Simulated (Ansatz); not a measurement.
The structure below was relaxed with PBEsol (Ansatz, a quantum-chemistry and plane-wave program; PAW; 420 eV plane waves; no spin-orbit coupling).

```xyz
1
Lattice="-1.9102 1.9102 1.9102 1.9102 -1.9102 1.9102 1.9102 1.9102 -1.9102" Properties=species:S:1:pos:R:3 pbc="T T T"
Lu     0.0000     0.0000     0.0000
```

**Question.** Find the space group and the Wyckoff positions.

**Answer.** Space group Im-3m (No. 229); a = 3.820 Å, b = 3.820 Å, c = 3.820 Å, α = 90.00°, β = 90.00°, γ = 90.00°

| atom | site | symmetry | x | y | z |
|---|---|---|---|---|---|
| Lu | 2a | m-3m | 0.0000 | 0.0000 | 0.0000 |

**Question.** Describe the coordination.

**Answer.** The crystal has 2 atoms in its conventional cell. Lattice parameters: a = 3.8204 Å, b = 3.8204 Å, c = 3.8204 Å, α = 90.00°, β = 90.00°, γ = 90.00°. Lu is surrounded by 8 Lu at 3.309 Å and 6 Lu at 3.820 Å. (Neighbours: up to the widest gap in distance over summed covalent radii, below 1.35, at either atom.)

No phonon test of stability was made. All final runs are without spin polarisation. The cell was made from Na by this change: Na → Lu; the result is a model cell, its experimental status unchecked. This is not the structure that Lu has at room temperature and ambient pressure.
